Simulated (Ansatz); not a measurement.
## Worked example: self-consistent single point of Cs2YAuI6 (Fm-3m, 10 atoms in the cell) in Ansatz

Computed with LDA (PW92), default PAW files made with PBE (plane waves; Ansatz, a first-principles code).

Input:

Ansatz 0.2 input:
```yaml
crystal:
  lattice:
    - [0.000000, 6.065623, 6.065623]
    - [6.065623, 0.000000, 6.065623]
    - [6.065623, 6.065623, 0.000000]
  atoms:
    - { symbol: Cs, position_ang: [3.032812, 3.032812, 3.032812] }
    - { symbol: Cs, position_ang: [9.098434, 9.098434, 9.098434] }
    - { symbol: Au, position_ang: [6.065623, 6.065623, 6.065623] }
    - { symbol: Y, position_ang: [0.000000, 0.000000, 0.000000] }
    - { symbol: I, position_ang: [3.043730, 6.065623, 6.065623] }
    - { symbol: I, position_ang: [9.087516, 6.065623, 6.065623] }
    - { symbol: I, position_ang: [6.065623, 3.043730, 6.065623] }
    - { symbol: I, position_ang: [6.065623, 9.087516, 6.065623] }
    - { symbol: I, position_ang: [6.065623, 6.065623, 3.043730] }
    - { symbol: I, position_ang: [6.065623, 6.065623, 9.087516] }
basis:
  ecutwfc: 420.0 eV
kpoints:
  mp_grid: { grid: [3, 3, 3] }
hamiltonian:
  xc: lda
  pseudopotentials: { kind: paw }
scf:
  occupations: { method: gaussian, width: 0.05 eV }
output:
  forces: true
  eigenvalues: true
  stress: true
```

Log, with long lists cut:

```
WARN the atoms were moved onto the symmetric positions of the space group found under crystal.symmetry.tolerance 1.0e-5 (fractional …
WARN ansatz: RAYON_NUM_THREADS=1 ignored (pool sized by the plan → 1); use --threads N
Pseudopotentials: kind: paw
Pseudopotential: Cs, paw, valence charge 9
Pseudopotential: Au, paw, valence charge 19
Pseudopotential: Y, paw, valence charge 11
Pseudopotential: I, paw, valence charge 17
Crystal: 10 atoms, lattice volume = 446.330 Å³
Basis set: ecut = 420 eV, 8657 PW (Γ)
Bands: 90, of which v1, the nominal top of the filled ones, is band 75 counted from 1 (74 counted from 0)
Symmetry: 48 space group operations
Space group: Fm-3m (ITA 225), of the structure as read, at distance tolerance 7.6e-5 Å
k-points: 4 of 27
PAW frozen core: Cs, regenerated for the run's functional, and the local potential with it
PAW frozen core: Au, regenerated for the run's functional, and the local potential with it
PAW frozen core: Y, regenerated for the run's functional, and the local potential with it
PAW frozen core: I, regenerated for the run's functional, and the local potential with it
Initial density: superposition of atomic densities (neutral atoms: chi_scale 0, normalization atom), corrected by the library's trained network
Initial wavefunctions: pseudopotential atomic-orbital guess
Eigensolver: davidson
Functional: x = slater, c = lda
SCF iter   1: F=—  HF=-71766.296349 eV  |F-HF|=—  |Δ(HF+E_count)|=         —  Δρ=3.96e-3  dr2=3.56e-2  ethr=1.77e-3  ⟨swp⟩=8.0  Hψ=1502  notcnv=0  defer=8
all-band conjugate gradients solve this SCF's bands
preconditioner: auto → Resta (q_TF=auto, 2.275 Å⁻¹)
SCF iter   2: F=—  HF=-71766.290470 eV  |F-HF|=—  |Δ(HF+E_count)|=   5.88e-3  Δρ=2.08e-3  dr2=1.12e-2  ethr=2.37e-5  ⟨swp⟩=2.0  Hψ=572  notcnv=0  defer=22
SCF iter   3: F=—  HF=-71766.289069 eV  |F-HF|=—  |Δ(HF+E_count)|=   1.40e-3  Δρ=2.67e-4  dr2=3.06e-4  ethr=7.46e-6  ⟨swp⟩=2.0  Hψ=440  notcnv=0  defer=22
SCF iter   4: F=—  HF=-71766.289145 eV  |F-HF|=—  |Δ(HF+E_count)|=   7.65e-5  Δρ=8.71e-5  dr2=4.27e-5  ethr=2.04e-7  ⟨swp⟩=2.0  Hψ=610  notcnv=0  defer=22
SCF iter   5: F=—  HF=-71766.289402 eV  |F-HF|=—  |Δ(HF+E_count)|=   2.57e-4  Δρ=4.12e-5  dr2=1.01e-5  ethr=2.85e-8  ⟨swp⟩=2.0  Hψ=613  notcnv=0  defer=22
SCF iter   6: F=—  HF=-71766.289400 eV  |F-HF|=—  |Δ(HF+E_count)|=   1.84e-6  Δρ=9.90e-6  dr2=9.86e-7  ethr=6.72e-9  ⟨swp⟩=2.0  Hψ=613  notcnv=0  defer=22
SCF iter   7: F=—  HF=-71766.289400 eV  |F-HF|=—  |Δ(HF+E_count)|=   5.11e-8  Δρ=3.74e-6  dr2=2.11e-7  ethr=6.58e-10  ⟨swp⟩=2.0  Hψ=433  notcnv=0  defer=22
SCF iter   8: F=-71766.289400 eV  HF=-71766.289400 eV  |F-HF|=1.03e-8  |Δ(HF+E_count)|=   2.96e-8  Δρ=1.39e-6  dr2=1.88e-8  ethr=6.67e-11  ⟨swp⟩=13.8  Hψ=1701  notcnv=0
SCF 1 converged in 8 iterations: F = -71766.289400 eV  dr2 = 1.88e-8
SCF converged after 8 iterations
Free energy (F): -71766.289400 eV
Harris-Foulkes:  -71766.289400 eV  (|F-HF|=1.03e-8)
Internal energy: -71766.289400 eV  (E = F + TS)
E sigma→0 (E₀):  -71766.289400 eV
Fermi energy:    4.983906 eV
--- Per-component energies (eV) ---
  E_band       = -3116.171597
  E_kinetic    = 2329.911572
  E_local      = -19122.439674  (includes V_loc(G=0)·N_el)
  E_nonlocal   = -310.398633
  E_hartree    = 9237.067741
  E_xc         = -1504.028430
  E_vxc        = -1493.850341  (∫ρ·V_xc dr)
  E_paw        = -49916.591235  (= ΣΔE_a)
  E_vpaw       = -2993.526739  (= ΣTr[D̂ρ^β])
  E_aug_tail   = 0.001754  (compensation charges beyond the density's cutoff)
  E_ewald      = -12485.893202
  E_core_change = 6.080706  (= ΣΔE_core)
  E_smearing   = -0.000000  (= −TS)
  E_closure    = 0.000000  (closes the sum)
  Σ components = -71766.289400   (vs F -71766.289400, Δ=0.00e0)
--- Forces (eV/Å), atoms counted from 1 ---
  atom   1  Cs     0.00000000    -0.00000000     0.00000000
  atom   2  Cs     0.00000000     0.00000000    -0.00000000
  atom   3  Au     0.00000000     0.00000000     0.00000000
  atom   4  Y     -0.00000000     0.00000000     0.00000000
  atom   5  I     -0.01200558    -0.00000000     0.00000000
  atom   6  I      0.01200558     0.00000000     0.00000000
  atom   7  I      0.00000000    -0.01200558    -0.00000000
  atom   8  I      0.00000000     0.01200558     0.00000000
  atom   9  I     -0.00000000    -0.00000000    -0.01200558
  atom  10  I      0.00000000    -0.00000000     0.01200558
  max |Σ_I F_I| component: 5.20e-18 eV/Å
--- Stress (GPa, compression-positive) ---
       -2.450189      -0.000000       0.000000
       -0.000000      -2.450189      -0.000000
       -0.000000       0.000000      -2.450189
  P = ⅓ Tr σ = -2.4502 GPa (-24.502 kbar)
  The stress holds the Pulay correction. Without it, at fixed plane waves, as pw.x and ABINIT print it: P = -2.4683 GPa
--- Band table (eV) ---
  k-point 0: bands = ["-99.1621", "-50.5350", "-50.5350", "-50.5350", "-39.4243", "-39.4221", "-39.4221", "-39.4221", "-39.4221", "-39.4221", "-39.3892", "-39.3892", "-39.3892", "-39.3888", "-39.3888", "-39.3888", "-39.3887", "-39.3887", "-39.3887", [...]
  k-point 1: bands = ["-99.1621", "-50.5350", "-50.5350", "-50.5350", "-39.4241", "-39.4223", "-39.4222", "-39.4222", "-39.4220", "-39.4220", "-39.3891", "-39.3891", "-39.3891", "-39.3889", "-39.3889", "-39.3889", "-39.3887", "-39.3887", "-39.3886", [...]
  k-point 2: bands = ["-99.1621", "-50.5350", "-50.5350", "-50.5350", "-39.4241", "-39.4223", "-39.4222", "-39.4222", "-39.4221", "-39.4221", "-39.3892", "-39.3890", "-39.3890", "-39.3888", "-39.3888", "-39.3888", "-39.3888", "-39.3888", "-39.3887", [...]
  k-point 3: bands = ["-99.1621", "-50.5350", "-50.5350", "-50.5350", "-39.4241", "-39.4223", "-39.4222", "-39.4222", "-39.4221", "-39.4220", "-39.3891", "-39.3890", "-39.3889", "-39.3889", "-39.3888", "-39.3888", "-39.3888", "-39.3888", "-39.3887", [...]
```

The run converged in 8 iterations.

The starting cell was generated: these elements placed on a structure prototype, without a prior relaxation; it need not be a known phase or ordering of this composition. Its lattice was rescaled by a random factor within 2.5 % of one. Spin-orbit coupling is off. Ansatz's pressure includes its estimate of the finite-basis (Pulay) stress.
